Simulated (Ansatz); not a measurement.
Take GaAs in the zinc blende structure (space group F-43m, No. 216; a = 5.667 Å) as the base. Axes: x, y, z lie along the cube axes.

Computed with r2SCAN (Ansatz, an electronic-structure program), no spin-orbit coupling.

Before the change:

The electron mass is 0.051 mₑ (at Γ) and the band gap is 0.96 eV.

Modification: uniaxial strain ε_zz = +3.00 %, all other strain components held at zero; the atoms relax in the strained cell.

Task: What does the calculation give for the stress, electron mass and band gap after the change?

Result: The stress (xx, yy, zz, yz, xz, xy; compression positive) is (-1.32, -1.32, -3.38, 0.00, 0.00, 0.00) GPa; the electron mass becomes 0.043 mₑ along z, 0.037 mₑ across (at Γ) (base: 0.051 mₑ (at Γ)); the band gap falls by 0.30 eV, from 0.96 eV to 0.66 eV.

Masses are band curvatures over ±0.01 Å⁻¹ around the edge. Whether these cells are dynamically stable was not tested.
